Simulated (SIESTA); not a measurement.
Worked example: self-consistent single point of Br (Cmce, 4 atoms in the cell) in SIESTA.

Level of theory: GGA PBE, numerical atomic orbitals DZP, PseudoDojo PBE standard norm-conserving potentials (rewritten from UPF to PSML) in SIESTA.

The change in words: lattice scaled by 0.98. Reference geometry:
```
Br
1.0
    2.24022    -3.33533     0.00000
    2.24022     3.33533     0.00000
    0.00000     0.00000     8.72087
Br
4
Direct
  0.86100   0.86100   0.88900
  0.63900   0.63900   0.38900
  0.36100   0.36100   0.61100
  0.13900   0.13900   0.11100
```

Reference input (self-consistent single point, DFT, GGA PBE, numerical atomic orbitals DZP, PseudoDojo PBE standard norm-conserving potentials (rewritten from UPF to PSML)): XC.functional = GGA; XC.authors = PBE; potentials = PseudoDojo PBE standard; PAO.BasisSize = DZP; PAO.EnergyShift = 0.01 Ry; MeshCutoff = 350 Ry; kgrid.MonkhorstPack = 5 5 2; OccupationFunction = FD; ElectronicTemperature = 0.01 eV; MaxSCFIterations = 150; SCF.Mixer.Method = Broyden; SCF.Mixer.Weight = 0.1. This run's input differs from it in these lines:

```diff
@@ -11,5 +11,5 @@
 %block LatticeVectors
-     2.240224000   -3.335334000   -0.000000000
-     2.240224000    3.335334000    0.000000000
-     0.000000000    0.000000000    8.720872000
+     2.195420000   -3.268627000   -0.000000000
+     2.195420000    3.268627000    0.000000000
+     0.000000000    0.000000000    8.546455000
 %endblock LatticeVectors
```

Log, with long lists cut:

```
        iscf     Eharris(eV)        E_KS(eV)     FreeEng(eV)     dDmax    Ef(eV) dHmax(eV)
   scf:    1    -1707.074162    -1709.328196    -1709.328196  0.531082 -3.481765  1.436430
   scf:    2    -1709.541591    -1709.437293    -1709.437293  0.020750 -3.599299  1.227693
   scf:    3    -1709.794701    -1709.668981    -1709.668981  0.102016 -4.204449  0.184273
   scf:    4    -1709.700620    -1709.686829    -1709.686829  0.013435 -4.262005  0.043853
   scf:    5    -1709.689151    -1709.688148    -1709.688148  0.004089 -4.277423  0.030341
   [... 3 lines left out ...]
   scf:    9    -1709.688577    -1709.688575    -1709.688575  0.000298 -4.275434  0.001027
   scf:   10    -1709.688575    -1709.688575    -1709.688575  0.000124 -4.275333  0.000352
   scf:   11    -1709.688575    -1709.688575    -1709.688575  0.000026 -4.275328  0.000295
   scf:   12    -1709.688575    -1709.688575    -1709.688575  0.000009 -4.275335  0.000263
SCF Convergence by DM+H criterion
max |DM_out - DM_in|         :     0.0000087323
max |H_out - H_in|      (eV) :     0.0002634800
SCF cycle converged after 12 iterations

Using DM_out to compute the final energy and forces

siesta: E_KS(eV) =            -1709.6886

siesta: E_KS - E_eggbox =     -1709.6886

siesta: Atomic forces (eV/Ang):
     1   -1.088823    0.000000   -1.862360
     2    1.088823    0.000000   -1.862360
     3   -1.088823   -0.000000    1.862360
     4    1.088823    0.000000    1.862360
   Tot    0.000000    0.000000   -0.000000
   Max    1.862360
   Res    1.245515    sqrt( Sum f_i^2 / 3N )
   Max    1.862360    constrained

Stress tensor Voigt[x,y,z,yz,xz,xy] (kbar):      -12.01       12.30      -57.85        0.00       -0.00        0.00
(Free)E + p*V (eV/cell)    -1708.2194
   [... lines left out ...]
siesta: FreeEng =     -1709.688575
   [... lines left out ...]
siesta:    -0.007498    0.000000   -0.000000
siesta:     0.000000    0.007674   -0.000000
siesta:    -0.000000    0.000000   -0.036109

siesta: Cell volume =        122.658878 Ang**3

siesta: Pressure (static):
siesta:                Solid            Molecule  Units
siesta:           0.00013045          0.00045521  Ry/Bohr**3
siesta:           0.01197759          0.04179555  eV/Ang**3
siesta:          19.19021121         66.96385656  kBar
```

The run converged in 12 iterations. Against the reference run the free energy goes up by 7.4 meV/atom, the pressure goes from -0.53 to 1.92 GPa, the largest force goes from 1.389 to 2.157 eV/Å and the gap on the mesh goes from 1.733 to 1.916 eV.

The starting cell has typed, rounded lattice constants, without a prior relaxation at this level. Its lattice was rescaled by a random factor within 2.5 % of one. For this run, on top of that: lattice scaled by 0.98. Values carry the incompleteness of an atom-centred basis. Forces in this geometry exceed 1 eV/Å.
